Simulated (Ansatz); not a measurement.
## Hf (P6_3/mmc): band-structure transport figures

Data:

```
CELL_PARAMETERS angstrom
      3.07439     0.00000     0.00000
     -1.53720     2.66250     0.00000
      0.00000     0.00000     4.88555
ATOMIC_POSITIONS crystal
  Hf 0.33333 0.66667 0.25000
  Hf 0.66667 0.33333 0.75000
```

These are PBEsol, rigid bands (plane waves, PAW, scalar-relativistic; Ansatz, a program for electronic structure) values and carry that method's errors. Condition of this run: hydrostatic pressure 10 GPa (the target of the relaxation). How the cell was made: cell and atoms relaxed with PBEsol, then loaded as said.

The density of states at the Fermi level is 1.40 states/(eV·cell), both spins and the bare Sommerfeld coefficient is 1.65 mJ/(mol of atoms·K²). The drude plasma energy is 4.4 (x), 4.4 (y), 4.7 (z) eV. The root-mean-square Fermi velocity comes out as 4.7e5 m/s and the resistivity times τ comes out as 26 (x), 26 (y), 22 (z) ×10⁻²² Ω·m·s.

A metal at this level (no band gap); rigid bands, thermally averaged at 300 K, both spins. Spin-orbit coupling is left out, which matters with elements this heavy. τ is one relaxation time for all states.
